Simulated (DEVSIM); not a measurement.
Structure: Schottky contact on n-type Si, at 250 K.

Layer 1 from the left is Si, thickness (μm) 3.40, Nd (cm⁻³) 5.4e16, τn (s) 6e-6, τp (s) 6e-6.

Left contact: Schottky, work function 4.63 eV, emission velocity 2.3e6 cm/s. Right contact: ohmic. Voltage is applied to the left contact. Recombination: SRH at mid-gap, radiative. Gap narrowing is on: ΔEg = 6.92 meV × (l + √(l² + 0.5)), l = ln(N/1.3e17 cm⁻³), shared equally by both band edges. Mobility is constant in doping.

This is a model device: material constants are rounded textbook-type values typed into the input, and sizes, dopings and lifetimes were drawn at random. Values at 300 K; Nc and Nv go as T^1.5, mobilities as T to minus their exponent, the gap by Varshni's rule with the affinity fixed.

Si: gap (eV) 1.124, affinity (eV) 4.05, permittivity 11.7, Nc (cm⁻³) 2.86e19, Nv (cm⁻³) 3.1e19, μn (cm²/Vs) 1417, μp (cm²/Vs) 470, T exponent of μn 2.3, T exponent of μp 2.2, B (cm³/s) 4.7e-15, Varshni α (eV/K) 0.000473, Varshni β (K) 636.

DEVSIM, 1D drift-diffusion, Boltzmann statistics, complete ionisation; no tunnelling, impact ionisation, image-force lowering or self-heating. Metal contacts follow the ideal Schottky-Mott rule: no Fermi-level pinning, no interface dipoles.

Task: What does the simulation give for the potential step across the device at zero bias, the dark forward voltage at 1 A/cm²?

Result: potential step across the device at zero bias 0.450 V; dark forward voltage at 1 A/cm² 0.237 V.
